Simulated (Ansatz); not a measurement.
**Response to strain in SrTiO3**

The parent structure is SrTiO$_{3}$ in the cubic perovskite structure (space group Pm-3m, No. 221).

```
SrTiO3
1.0
    3.89106     0.00000     0.00000
    0.00000     3.89106     0.00000
    0.00000     0.00000     3.89106
Sr Ti O
1 1 3
Direct
  0.00000   0.00000   0.00000
  0.50000   0.50000   0.50000
  0.00000   0.50000   0.50000
  0.50000   0.50000   0.00000
  0.50000   0.00000   0.50000
```

Cartesian axes are those of the cell as printed.

Strains are applied to the cell and any free atomic positions relax; under biaxial strain the out-of-plane vector relaxes too; under stress the whole cell relaxes.

Level of theory: PBEsol (Ansatz, a quantum-chemistry and plane-wave program, PAW, without spin-orbit coupling).

Notes on the quantities. energy relative to the base: free energy F.

```tsv
change	volume per atom	gap character	band gap	energy relative to the base
base	11.78 Å³	indirect, R → Γ	1.85 eV	0 meV/atom
biaxial strain +1.40 %, plane normal [001], relaxed out of plane	12.02 Å³	indirect, A → Γ	1.78 eV	+5.4 meV/atom
biaxial strain −2.15 %, plane normal [111], relaxed out of plane	11.45 Å³	indirect, T → Γ	1.82 eV	+13 meV/atom
isotropic strain −0.99 %	11.44 Å³	indirect, R → Γ	1.90 eV	+6.3 meV/atom
isotropic strain +5.82 %	13.96 Å³	indirect, R → Γ	1.53 eV	+172 meV/atom
uniaxial strain ε_xx = −1.09 %	11.65 Å³	indirect, A → Γ	1.85 eV	+1.6 meV/atom
uniaxial strain ε_yy = −2.06 %	11.54 Å³	indirect, A → Γ	1.85 eV	+5.9 meV/atom
tensor shear ε_xy = −2.27 %	11.78 Å³	indirect, T → Γ	1.74 eV	+8.7 meV/atom
uniaxial stress, 3 GPa tension along x	…	indirect, A → Γ	…	…
```

Task: What belongs in the blanks?

Result: 
- uniaxial stress, 3 GPa tension along x, volume per atom: 11.85 Å³
- uniaxial stress, 3 GPa tension along x, band gap: 1.81 eV
- uniaxial stress, 3 GPa tension along x, energy relative to the base: +1.1 meV/atom

Stability under load was not tested beyond the relaxation. All final runs are without spin polarisation. Many cubic perovskites are stable only at high temperature; tilts and polar distortions were not tested. k-point labels follow each cell's own Brillouin zone.
